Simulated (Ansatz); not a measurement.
## What isotropic strain −1.00 % does to HfN

The parent structure is HfN in the rock salt structure (space group Fm-3m, No. 225; a = 4.5257 Å; relaxed with 0.1 eV smearing).

Now apply this change: the cell is scaled by 0.9900 in all directions, atoms relaxed at fixed cell.

All numbers come from DFT with r2SCAN, PAW potentials and a 500 eV plane-wave cutoff in Ansatz (a quantum-chemistry and plane-wave program), no SOC. Γ-centred 22×22×22 mesh, Fermi–Dirac width 0.1 eV.

The volume per atom falls by 0.344 Å³ to 11.24 Å³ and the space group is still Fm-3m (No. 225). The energy increases by 9.5 meV/atom and the pressure goes from zero to 9.1 GPa. The band gap remains zero.

Final structure:

```xyz
2
Lattice="0.0000 2.2402 2.2402 2.2402 0.0000 2.2402 2.2402 2.2402 0.0000" Properties=species:S:1:pos:R:3 pbc="T T T"
Hf     0.0000     0.0000     0.0000
N      2.2402     2.2402     2.2402
```

Whether these cells are dynamically stable was not tested. The final runs are not spin-polarised. An odd electron count without spin: HfN.
